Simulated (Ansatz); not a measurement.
O on the 1x1 (110) surface of bcc Ta, one in a 3x3 cell, energies for each (70.1 Å²). Energies are against ½ O2(g), without zero-point or thermal terms; each row is named by its start.

Level of theory: PBE (plane waves to 420 eV, PAW; Ansatz, a program for electronic structure).

Slab: 37 atoms, 6.8 Å thick at the start under the adsorbate (thin: gaps and levels are the slab's own); k 4x4x1, smearing 0.1 eV, dipole-corrected; 18 atoms held, the rest relaxed; each run with such symmetry as its start has; spin where the adsorbate may keep a moment, no spin-orbit, no U, no dispersion correction.

A negative adsorption energy means that the adsorbate is more stable on the surface than in its reference. Heights count from the host atoms within 0.3 Å of the top one.

```json
[
 {"starting site": "top Ta", "E_ads (eV)": "-2.85", "height (Å)": "1.78", "nearest host atom (Å)": "Ta 1.78", "bonded to": "Ta", "Δ work function (eV)": "0.41", "lateral drift (Å)": "0.0", "moment (μB)": "0.0"},
 {"starting site": "hollow Ta-Ta-Ta", "E_ads (eV)": "-4.90", "height (Å)": "1.12", "nearest host atom (Å)": "Ta 2.04", "bonded to": "3 Ta", "Δ work function (eV)": "-0.16", "lateral drift (Å)": "0.2", "moment (μB)": "–"},
 {"starting site": "bridge Ta-Ta (span 2.9 Å)", "E_ads (eV)": "-4.36", "height (Å)": "1.31", "nearest host atom (Å)": "Ta 1.96", "bonded to": "2 Ta", "Δ work function (eV)": "-0.05", "lateral drift (Å)": "0.0", "moment (μB)": "–"},
 {"starting site": "bridge Ta-Ta (span 3.3 Å)", "E_ads (eV)": "-4.70", "height (Å)": "1.15", "nearest host atom (Å)": "Ta 2.01", "bonded to": "4 Ta", "Δ work function (eV)": "-0.07", "lateral drift (Å)": "0.0", "moment (μB)": "–"}
]
```
